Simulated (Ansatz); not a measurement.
**Ansatz (a quantum-chemistry and plane-wave program) run on MoW (Cmm2, 2 atoms in the cell): self-consistent single point**

Computed with PBEsol, default PAW files made with PBE (plane waves; Ansatz).

Input as run:

Ansatz 0.2 input:
```yaml
crystal:
  lattice:
    - [1.57138900, -2.22312800, 0.00000000]
    - [1.57138900, 2.22312800, 0.00000000]
    - [0.00000000, 0.00000000, 4.46415700]
  atoms:
    - { symbol: Mo, position: [0.00000000, 0.00000000, 0.01120000] }
    - { symbol: W, position: [0.50000000, 0.50000000, 0.50000000] }
basis:
  ecutwfc: 420.0
kpoints:
  mp_grid:
    grid: [11, 11, 7]
hamiltonian:
  xc: pbesol
  pseudopotentials:
    kind: paw
scf:
  occupations:
    method: fermi_dirac
    width: 0.1
output:
  forces: true
  eigenvalues: true
  stress: true
```

Output (repeated stretches shortened):

```
WARN ansatz: RAYON_NUM_THREADS=1 ignored (pool sized by the plan → 1); use --threads N
Pseudopotentials: kind: paw
Pseudopotential: Mo, paw, valence charge 14
Pseudopotential: W, paw, valence charge 14
Crystal: 2 atoms, lattice volume = 31.190 Å³
Basis set: ecut = 420 eV, 633 PW (Γ), exchange–correlation on 40×40×60 points (8 copies of the dense FFT grid, shifted against one another)
Bands: 18, of which v1, the nominal top of the filled ones, is band 14 counted from 1 (13 counted from 0)
Symmetry: 4 space group operations
Space group: Cmm2 (ITA 35), of the structure as read, at distance tolerance 3.1e-5 Å
k-points: 144 of 847 (time reversal used)
PAW frozen core: Mo, regenerated for the run's functional, and the local potential with it
PAW frozen core: W, regenerated for the run's functional, and the local potential with it
Initial density: superposition of atomic densities (neutral atoms: chi_scale 0, normalization atom), corrected by the library's trained network
Initial wavefunctions: pseudopotential atomic-orbital guess
Eigensolver: davidson
Functional: x = pbesol(κ = 0.804, μ = 0.12345679012345678), c = pbesol(β = 0.046)
SCF iter   1: F=—  HF=-15154.024751 eV  |F-HF|=—  |Δ(HF+E_count)|=         —  Δρ=6.62e-3  dr2=3.05e-2  ethr=1.77e-3  ⟨swp⟩=5.0  Hψ=11108  notcnv=0
all-band conjugate gradients solve this SCF's bands
preconditioner: auto → none
SCF iter   2: F=—  HF=-15154.023969 eV  |F-HF|=—  |Δ(HF+E_count)|=   7.82e-4  Δρ=4.81e-3  dr2=1.91e-2  ethr=1.09e-4  ⟨swp⟩=1.0  Hψ=3744  notcnv=0
SCF iter   3: F=—  HF=-15154.021841 eV  |F-HF|=—  |Δ(HF+E_count)|=   2.13e-3  Δρ=1.02e-3  dr2=2.69e-4  ethr=6.83e-5  ⟨swp⟩=1.5  Hψ=2721  notcnv=0
SCF iter   4: F=—  HF=-15154.021740 eV  |F-HF|=—  |Δ(HF+E_count)|=   1.01e-4  Δρ=3.22e-4  dr2=3.31e-5  ethr=9.60e-7  ⟨swp⟩=2.0  Hψ=4394  notcnv=0
SCF iter   5: F=—  HF=-15154.021732 eV  |F-HF|=—  |Δ(HF+E_count)|=   8.02e-6  Δρ=1.71e-4  dr2=2.73e-5  ethr=1.18e-7  ⟨swp⟩=2.3  Hψ=4507  notcnv=0
SCF iter   6: F=—  HF=-15154.021725 eV  |F-HF|=—  |Δ(HF+E_count)|=   6.67e-6  Δρ=3.34e-5  dr2=1.82e-7  ethr=9.75e-8  ⟨swp⟩=2.0  Hψ=3469  notcnv=0
SCF iter   7: F=-15154.021725 eV  HF=-15154.021725 eV  |F-HF|=1.84e-9  |Δ(HF+E_count)|=   3.76e-8  Δρ=8.30e-6  dr2=5.75e-9  ethr=3.57e-10  ⟨swp⟩=5.5  Hψ=11190  notcnv=0
SCF 1 converged in 7 iterations: F = -15154.021725 eV  dr2 = 5.75e-9
SCF converged after 7 iterations
Free energy (F): -15154.021725 eV
Harris-Foulkes:  -15154.021725 eV  (|F-HF|=1.84e-9)
Internal energy: -15153.977823 eV  (E = F + TS)
E sigma→0 (E₀):  -15153.999774 eV
Entropy (-TS):   -0.043902 eV (-21.951 meV/atom)
Fermi energy:    21.897115 eV
--- Per-component energies (eV) ---
  E_band       = -133.470501
  E_kinetic    = 891.743893
  E_local      = -1375.349531  (includes V_loc(G=0)·N_el)
  E_nonlocal   = 147.557214
  E_hartree    = 471.139102
  E_xc         = -447.946892
  E_vxc        = -467.538583  (∫ρ·V_xc dr)
  E_paw        = -11579.826226  (= ΣΔE_a)
  E_vpaw       = -272.161342  (= ΣTr[D̂ρ^β])
  E_aug_tail   = -0.000022  (compensation charges beyond the density's cutoff)
  E_ewald      = -3261.726451
  E_core_change = 0.431092  (= ΣΔE_core)
  E_smearing   = -0.043902  (= −TS)
  E_closure    = -0.000000  (closes the sum)
  Σ components = -15154.021725   (vs F -15154.021725, Δ=0.00e0)
--- Forces (eV/Å), atoms counted from 1 ---
  atom   1  Mo     0.00000000     0.00000000    -0.70868342
  atom   2  W      0.00000000     0.00000000     0.70869460
  max |Σ_I F_I| component: 1.12e-5 eV/Å
--- Stress (GPa, compression-positive) ---
       -0.670139       0.000000       0.000000
        0.000000       0.000102       0.000000
        0.000000       0.000000      -1.693090
  P = ⅓ Tr σ = -0.7877 GPa (-7.877 kbar)
  The stress holds the Pulay correction. Without it, at fixed plane waves, as pw.x and ABINIT print it: P = -0.8328 GPa
--- Band table (eV; the first three rows and the last of 144) ---
  k-point 0: bands = ["-52.0459", "-39.1274", "-16.5052", "-15.9103", "-15.6609", "-13.1130", "-12.7415", "-12.5439", "13.2624", "16.2232", "18.4142", "20.5881", "20.6056", "20.6477", "23.0993", "23.5925", "23.7311", "24.2023"]
  k-point 1: bands = ["-52.0458", "-39.1278", "-16.4821", "-15.9081", "-15.6609", "-13.1462", "-12.7453", "-12.5439", "13.4821", "16.2978", "18.5008", "20.4698", "20.5501", "20.8710", "22.4018", "23.5203", "23.7239", "24.1500"]
  k-point 2: bands = ["-52.0457", "-39.1287", "-16.4286", "-15.9032", "-15.6608", "-13.2224", "-12.7538", "-12.5438", "14.0685", "16.4471", "18.7504", "20.1124", "20.3641", "21.2437", "21.5219", "23.2001", "23.7111", "23.9437"]
  k-point 143: bands = ["-51.9195", "-38.9003", "-16.8118", "-16.3727", "-16.1737", "-13.7349", "-13.2483", "-13.0577", "17.0727", "17.3930", "17.8275", "18.9745", "20.4833", "22.0493", "22.0890", "22.6341", "26.0935", "27.4456"]
```

The run converged in 7 iterations.

The starting cell comes from a database of computed structures (which also holds hypothetical and non-ambient phases and stackings), without a prior relaxation at this level. Its lattice was rescaled by up to half a per cent. One atom was moved a little off its site on purpose. Spin-orbit coupling is off. Spin polarisation is off. Ansatz's pressure includes its estimate of the finite-basis (Pulay) stress.
